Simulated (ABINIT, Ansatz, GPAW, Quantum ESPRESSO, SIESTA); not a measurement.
**Code comparison for YHg2 (P6/mmm, 3 atoms in the cell)**

Self-consistent single point.

```
YHg2
1.0
    4.80153     0.00000     0.00000
   -2.40077     4.15825     0.00000
    0.00000     0.00000     3.43464
Y Hg
1 2
Direct
  0.00000   0.00000   0.00000
  0.33333   0.66667   0.50000
  0.66667   0.33333   0.50000
```

All programs got the same cell, k-point mesh and kind of occupations (in Ansatz's words: kpoints.mp_grid.grid = 9 9 11; scf.occupations.method = fermi_dirac; scf.occupations.width = 0.136 eV); potentials, basis and cutoffs are each program's usual ones.

```csv
code,model,pressure (GPa),k-points,cutoff
Quantum ESPRESSO,"PBEsol, GBRV 1.5 ultrasoft (PBESOL) pseudopotentials",1.02,72,40 Ry
Ansatz,"PBEsol, default PAW files made with PBE",0.95,72,420 eV
GPAW,"PBEsol, GPAW PAW datasets PBEsol (made by gpaw-setup)",1.45,72,550 eV
SIESTA,"GGA PBEsol, numerical atomic orbitals DZP, PseudoDojo PBEsol standard norm-conserving potentials (rewritten from UPF to PSML)",-3.94,446,grid 300 Ry
ABINIT,"PBEsol, norm-conserving pseudopotentials (PseudoDojo nc-sr-04 PBEsol standard)",0.88,72,72 Ry
```

The spread over the programs that give each value: pressure within 5.39 GPa.

The starting cell comes from a database of computed structures (which also holds hypothetical and non-ambient phases and stackings), without a prior relaxation at this level. Its lattice was rescaled by a random factor within 2.5 % of one. On Ansatz's run: Spin-orbit coupling is off.

**Question.** Why do the programs differ, and what cannot be compared?

**Answer.** Differences of this kind can come from the potentials, where these differ, and from what each basis and cutoff leave unconverged. The valence holds different numbers of electrons (Quantum ESPRESSO 35, Ansatz (a program for electronic structure) 51, GPAW 47, SIESTA 51, ABINIT 51). The zero of total energies and Fermi levels follows the potentials and each program's conventions, so they are not compared here. SIESTA uses small atom-centred bases, whose incompleteness enters pressures, forces and empty levels differently from a plane-wave cutoff. Ansatz's pressure is given at a fixed set of plane waves, as the other plane-wave codes print theirs; with its correction for the finite basis it is 0.98 GPa. The programs reduce the same mesh by symmetry to different extents, which changes the work and not the result. In the pressure, SIESTA (by 4.93) lies more than 1 GPa from the median of the plane-wave programs.

Left out of this page: Elk and FLEUR (not drawn, or without a comparable value).

Keys are those of Ansatz 0.2.
